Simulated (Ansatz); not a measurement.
## Element substitutions in CdTe

The reference is CdTe in the zinc blende structure (space group F-43m, No. 216; a = 6.490 Å).

Each row replaces one element on all its sites; cell and atoms are relaxed.

Levels (all Ansatz, a quantum-chemistry and plane-wave program, PAW, earlier PAW set): PBEsol (420 eV, spin-orbit coupling left out); r2SCAN (500 eV, without spin-orbit coupling); PBEsol+SOC (420 eV, noncollinear with spin-orbit coupling).

Band gaps by level, all at the geometries relaxed with PBEsol:

```json
[
 {"case": "base", "PBEsol": "0.65 eV", "r2SCAN": "1.26 eV", "PBEsol+SOC": "0.38 eV"},
 {"case": "Cd → Cu", "PBEsol": "zero", "r2SCAN": "zero", "PBEsol+SOC": "zero"},
 {"case": "Cd → Be", "PBEsol": "1.84 eV", "r2SCAN": "2.31 eV", "PBEsol+SOC": "1.54 eV"}
]
```

Single points use the geometry relaxed with PBEsol. Differences between runs with and without spin-orbit coupling are approximate. Spin-orbit coupling, missing from the scalar runs, can matter with Te. Whether these cells are dynamically stable was not tested. As relaxed here, CuTe is a hypothetical phase, not in the database extracts checked. The runs without spin-orbit coupling are not spin-polarised. An odd electron count without spin: CuTe.
